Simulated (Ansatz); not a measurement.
SrO (Fm-3m), Ansatz (a first-principles code) with PBE, rigid bands: N_c = 3.28e19 cm⁻³ at 300 K and an electron conductivity mass of 0.518 mₑ.

**Question.** For 1e16 electrons per cm³ at 300 K, place the Fermi level, estimate the Seebeck coefficient of a parabolic band with constant τ, and give mobility and conductivity for τ = 5 fs.

**Answer.** The level lies k_BT ln(N_c/n) = 0.209 eV below the conduction-band minimum. S ≈ −(k_B/e)[ln(N_c/n) + 5/2] = -913 μV/K, against -914 μV/K from the full bands (mean over directions). μ = eτ/m = 17.0 cm²/(V·s) and σ = neμ = 0.0272 S/cm. τ is assumed, not computed.

Band transport and this doping are assumed; polarons and phonon drag are left out. Spin-orbit coupling is left out. Geometry: cell and atoms relaxed with PBEsol.
